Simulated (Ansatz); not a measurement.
## A computed series for Mg2Si: response to strain

Base system: Mg2Si (space group Fm-3m, No. 225).

```yaml
crystal:
  lattice:
    - [0.00000, 3.16305, 3.16305]
    - [3.16305, 0.00000, 3.16305]
    - [3.16305, 3.16305, 0.00000]
  atoms:
    - { symbol: Si, position: [0.00000, 0.00000, 0.00000] }
    - { symbol: Mg, position: [0.25000, 0.25000, 0.25000] }
    - { symbol: Mg, position: [0.75000, 0.75000, 0.75000] }
```

Cartesian axes are those of the cell as printed.

Strains are applied to the cell and any free atomic positions relax; under stress the whole cell relaxes.

Level of theory: Ansatz (an electronic-structure program) PBEsol, no SOC.

```csv
variant,shortest interatomic distance,pressure
base,2.739 Å,0.0 GPa
isotropic strain −2.20 %,2.679 Å,4.3 GPa
isotropic strain −0.66 %,2.721 Å,1.15 GPa
uniaxial strain ε_zz = +0.60 %,2.745 Å,-0.34 GPa
uniaxial strain ε_zz = +1.07 %,2.749 Å,-0.59 GPa
uniaxial strain ε_zz = +2.73 %,2.764 Å,-1.43 GPa
uniaxial strain ε_zz = +3.63 %,2.773 Å,-1.85 GPa
uniaxial strain ε_zz = +5.96 %,(withheld),(withheld)
tensor shear ε_xz = −0.18 %,2.737 Å,-0.01 GPa
"uniaxial stress, 2 GPa tension along z",2.751 Å,–
```

### Question
What belongs in the blanks?

### Answer

- uniaxial strain ε_zz = +5.96 %, shortest interatomic distance: 2.795 Å
- uniaxial strain ε_zz = +5.96 %, pressure: -2.8 GPa

Beyond what the load breaks, stability against distortions was not tested. All final runs are without spin polarisation.
